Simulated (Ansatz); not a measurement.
## Hypothetical CdI2 type CeO2, pressure series

Start from CeO2 in the CdI2 type structure (space group P-3m1, No. 164; a = 3.6017 Å, c = 4.5230 Å; a hypothetical phase, not in the database extracts checked).

Cell and atoms are relaxed at each pressure.

Levels (all Ansatz, a program for electronic structure, PAW, earlier PAW set): PBE-D3(BJ) (420 eV, no spin-orbit coupling); r2SCAN+rVV10 (500 eV, scalar-relativistic without spin-orbit coupling).

The base cell above is that of PBE-D3(BJ); each level relaxes its own structures.

```tsv
case	band gap, PBE-D3(BJ)	band gap, r2SCAN+rVV10
pressure −1 GPa	2.29 eV	2.56 eV
pressure 0.3 GPa	2.21 eV	…
pressure 0.7 GPa	2.20 eV	…
pressure 1.5 GPa	2.16 eV	…
pressure 3 GPa	2.12 eV	2.36 eV
pressure 5 GPa	2.07 eV	…
pressure 7.5 GPa	2.03 eV	2.27 eV
pressure 10 GPa	1.99 eV	2.23 eV
```

Some entries are withheld; estimate them.


- pressure 0.3 GPa, band gap, r2SCAN+rVV10: 2.47 eV
- pressure 0.7 GPa, band gap, r2SCAN+rVV10: 2.45 eV
- pressure 1.5 GPa, band gap, r2SCAN+rVV10: 2.41 eV
- pressure 5 GPa, band gap, r2SCAN+rVV10: 2.31 eV

PBE-D3(BJ) lies below r2SCAN+rVV10 in every row, by 0.24 eV to 0.27 eV. They put the cases in the same order.

Load acts through the strain it causes; cell and atoms are relaxed under it. Whether these cells are dynamically stable was not tested. Competing high-pressure phases were not computed. Seeded moments were not kept for the base. All final runs are without spin polarisation.
